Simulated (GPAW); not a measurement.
Input and output of a self-consistent single point for MgAl2C2 (P-3m1, 5 atoms in the cell) (GPAW).

Method of the run: LDA (Perdew-Wang 92), GPAW PAW datasets LDA (gpaw-data 1.0.1) (plane waves; GPAW).

```
Mg(AlC)2
1.0
    3.34691     0.00000     0.00000
   -1.67345     2.89851     0.00000
    0.00000     0.00000     5.74859
Mg Al C
1 2 2
Direct
  0.00000   0.00000   0.00000
  0.66667   0.33333   0.35001
  0.33333   0.66667   0.64999
  0.33333   0.66667   0.27008
  0.66667   0.33333   0.72992
```

Reference input (self-consistent single point, DFT PBEsol, plane waves, GPAW PAW datasets PBEsol (made by gpaw-setup)): mode = pw; ecut = 900 eV; xc = PBEsol; kpts = 8 8 4; mesh shift (steps) = 0 0 0; occupations.name = fermi-dirac; occupations.width = 0 eV; nbands = -8; convergence.density = 1e-05 e/electron; convergence.bands = -6; symmetry.symmorphic = false; symmetry.tolerance = 0.0005. This run's input differs from it in these lines:

```diff
@@ -16,3 +16,3 @@
 calc = GPAW(mode=PW(900),
-            xc='PBEsol',
+            xc='LDA',
             kpts={'size': (8, 8, 4), 'gamma': True},
```

Its files differ too (potentials: GPAW PAW datasets LDA (gpaw-data 1.0.1)).

Output, abridged:

```
     iter     time        total  log10-change:
                         energy   eigst   dens
iter:   1 --:--:--   -35.051558   +0.42
iter:   2 --:--:--   -34.076653   -0.68  -0.70
iter:   3 --:--:--   -31.198296   -0.50  -0.76
iter:   4 --:--:--   -31.163189   -1.22  -1.17
iter:   5 --:--:--   -31.092486   -1.55  -1.34
iter:   6 --:--:--   -31.089117   -3.21  -2.07
iter:   7 --:--:--   -31.094101c  -2.96  -2.22
iter:   8 --:--:--   -31.088767c  -2.66  -2.14
iter:   9 --:--:--   -31.086233c  -3.40  -2.40
iter:  10 --:--:--   -31.085910c  -4.36  -2.70
iter:  11 --:--:--   -31.085845c  -4.94  -3.11
iter:  12 --:--:--   -31.085850c  -5.52  -3.58
iter:  13 --:--:--   -31.085834c  -6.10  -3.52
iter:  14 --:--:--   -31.085833c  -6.43  -3.88
iter:  15 --:--:--   -31.085833c  -7.54c -4.23
iter:  16 --:--:--   -31.085832c  -9.01c -4.50
iter:  17 --:--:--   -31.085832c  -7.97c -4.54
iter:  18 --:--:--   -31.085832c  -9.24c -5.02c
Converged after 18 iterations.

Dipole moment: (0.000000, -0.000000, -0.000000) |e|*Ang

Energy contributions relative to reference atoms: (reference = -20621.677707)

Kinetic:        +34.097452
Potential:      -24.262494
External:        +0.000000
XC:             -40.843067
Entropy (-ST):   +0.000000
Local:           -0.077724
SIC:             +0.000000
--------------------------
Free energy:    -31.085832
Extrapolated:   -31.085832

Showing only first 2 kpts
 Kpt  Band  Eigenvalues  Occupancy
  0    10      6.88603    2.00000
  0    11      6.88605    2.00000
  0    12     10.68812    0.00000
  0    13     11.84872    0.00000

  1    10      6.79317    2.00000
  1    11      6.79319    2.00000
  1    12     11.33796    0.00000
  1    13     12.29033    0.00000

Fermi level: 7.99386

Gap: 1.850 eV
Transition (v -> c):
   [... lines left out ...]
Direct gap: 3.024 eV
   [... lines left out ...]
Energy (eV): -31.085832

Forces in eV/Ang:
  0 Mg    0.00000   -0.00000    0.00000
  1 Al    0.00000   -0.00000   -0.02841
  2 Al    0.00000    0.00000    0.02841
  3 C     0.00000   -0.00000   -0.07355
  4 C    -0.00000    0.00000    0.07355

Stress tensor:
    -0.001710     0.000000     0.000000
     0.000000    -0.001710    -0.000000
     0.000000    -0.000000     0.008523
Stress (GPa, Voigt): [-0.274  -0.274   1.3655 -0.      0.      0.    ]
```

The run converged in 18 iterations. GPAW prints stress with tension positive. Against the reference run the largest force goes from 0.208 to 0.074 eV/Å and the gap on the mesh goes from 1.797 to 1.850 eV.

At such cutoffs GPAW's stress carries a finite-basis (Pulay) error, which enters relaxed cells too; its log prints stress with tension positive.

The starting cell comes from a database of computed structures (which also holds hypothetical and non-ambient phases and stackings), without a prior relaxation at this level. Its lattice was rescaled by a random factor within 2.5 % of one.

Cost on one core of a shared machine: roughly 80 s.
